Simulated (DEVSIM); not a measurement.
Structure: Schottky contact on n-type Si, at 400 K.

```tsv
layer (left to right)	material	thickness (μm)	Nd (cm⁻³)	τn (s)	τp (s)
1	Si	5.40	1.7e16	8.7e-6	8.7e-6
```

Left contact: Schottky, work function 4.72 eV, emission velocity 1.9e6 cm/s. Right contact: ohmic. Voltage is applied to the left contact. Recombination: SRH at mid-gap. Mobility is μmin + (μ − μmin)/(1 + (N/Nref)^α).

Constants are typed, rounded textbook-type inputs, not results; the design itself was drawn at random and stands for no fabricated device. Values at 300 K; Nc and Nv go as T^1.5, mobilities as T to minus their exponent, the gap by Varshni's rule with the affinity fixed.

| parameter | Si |
|---|---|
| gap (eV) | 1.124 |
| affinity (eV) | 4.05 |
| permittivity | 11.7 |
| Nc (cm⁻³) | 2.86e19 |
| Nv (cm⁻³) | 3.1e19 |
| μn (cm²/Vs) | 1417 |
| μp (cm²/Vs) | 470 |
| μn,min | 52 |
| μp,min | 45 |
| Nref,n | 9.7e16 |
| Nref,p | 2.2e17 |
| αn | 0.68 |
| αp | 0.72 |
| T exponent of μn | 2.3 |
| T exponent of μp | 2.2 |
| Varshni α (eV/K) | 0.000473 |
| Varshni β (K) | 636 |

Model (solved in DEVSIM): 1D drift-diffusion, Boltzmann statistics, complete ionisation; no tunnelling, impact ionisation, image-force lowering or self-heating. Metal contacts follow the ideal Schottky-Mott rule: no Fermi-level pinning, no interface dipoles.

The temperature was swept, all else fixed.

```tsv
temperature (K)	potential step across the device at zero bias (V)	dark forward voltage at 100 A/cm² (V)	largest field in the device at zero bias (V/cm)
250	0.516	0.445	51000
300	0.478	0.397	49000
350	0.439	0.349	46000
400	0.399	?	44000
450	0.358	0.259	41000
500	0.317	0.215	39000
```

Problem. Some entries are withheld; supply them.

Solution. 
- 400, dark forward voltage at 100 A/cm² (V): 0.304
